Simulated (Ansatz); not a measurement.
We consider BAs (model structure, started from the CdTe type, P6₄22, No. 181, 6 atoms in the cell), described by LDA (PAW; Ansatz, a program for electronic structure).

Settings: plane-wave cutoff 520 eV, 18×18×8 k mesh (along the axes of the cell as run), Fermi–Dirac smearing 0.05 eV, scalar-relativistic PAW data made under PBE.

Cell (relaxed at this level):

```cif
data_As3B3
_chemical_formula_sum 'B3 As3'
_space_group_name_H-M_alt 'P 1'
_space_group_IT_number 1
_cell_length_a 3.40538
_cell_length_b 3.40538
_cell_length_c 7.35090
_cell_angle_alpha 90.000
_cell_angle_beta 90.000
_cell_angle_gamma 120.000
loop_
_space_group_symop_operation_xyz
  'x, y, z'
loop_
_atom_site_label
_atom_site_type_symbol
_atom_site_fract_x
_atom_site_fract_y
_atom_site_fract_z
_atom_site_occupancy
B1 B 0.00000 0.50000 0.66667 1
B2 B 0.50000 0.50000 0.00000 1
B3 B 0.50000 0.00000 0.33333 1
As1 As 0.00000 0.50000 0.16667 1
As2 As 0.50000 0.50000 0.50000 1
As3 As 0.50000 0.00000 0.83333 1
```

### Question
Give the computed band gap and smallest direct gap on the k points sampled.

### Answer

- band gap: 0.32 eV (indirect)
- smallest direct gap on the k points sampled: 2.22 eV

Note: the relaxation could raise the start's symmetry but not lower it, so the cell can be a saddle point.

Spin–orbit coupling is not included.

The computed numbers hold no vibrational or temperature effects.

It cost very roughly 70 core-seconds of CPU time.

A model structure was made by putting elements into a prototype or built by hand; it is no filed structure, need not be a known phase, and can be a saddle point held by its symmetry.
